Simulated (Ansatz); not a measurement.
**CdSe: band gap against strain**

CdSe (wurtzite, P6_3mc, 27.112 Å³/atom at rest, c along z) under an equal strain ε in the (0001) plane with the normal axis free, as in a coherent film. LDA in Ansatz, a plane-wave DFT program (PAW, default set), 420 eV, 9×9×5 Γ-centred mesh, Fermi-Dirac smearing 0.05 eV; ions are relaxed within the symmetry of each cell. Gaps are the smallest over the k-mesh and a band path, without spin-orbit coupling; in all rows the valence edge lies at Γ and the conduction edge at Γ.

Here s stands for strain and Eg for gap.

```csv
strain (%),gap (eV)
-3.00,?
-1.80,0.416
-1.20,0.435
-0.60,0.451
0.00,0.462
```

Taking a straight line for Eg over the 4 complete rows: Means: s -0.90000, Eg 0.4410. About the means, the sum of products is 0.046200 and the sum of squares of s is 1.8000; the slope is their ratio. Least squares gives Eg = 0.4641 + 0.02567·s. Residuals (row less fit): -0.0019, 0.0017, 0.0023, -0.0021; standard error 0.0028 (degrees of freedom: 2). Over these rows the gap moves by 2.6 ± 0.2 eV per unit strain.

**Question.** Estimate the missing Eg (s = -3.00); what did the run itself give?

**Answer.** Eg = 0.4641 + 0.02567 × (-3.0) = 0.3871 eV. The calculation gives 0.361 eV, 0.0261 eV below the prediction (25.8 % of the range of Eg in the table). The row lies outside the fitted rows, so this is an extrapolation. From the scatter of the fitted rows alone, a prediction at this place has a standard error of 0.0055 eV, so the miss is 4.7 times that.

One order more, fitted to all 6 runs of the series, follows each within 0.001, so the miss is the next term of a smooth law. Spin-orbit coupling is left out, which can shift this property for CdSe. Rows are the converged runs of the series near zero and its far end; series whose fitted rows scatter by over a few per cent of the range, as at a crossing or softening among them, aren't shown in this form. Most that stay on the fit to the last digits aren't either.
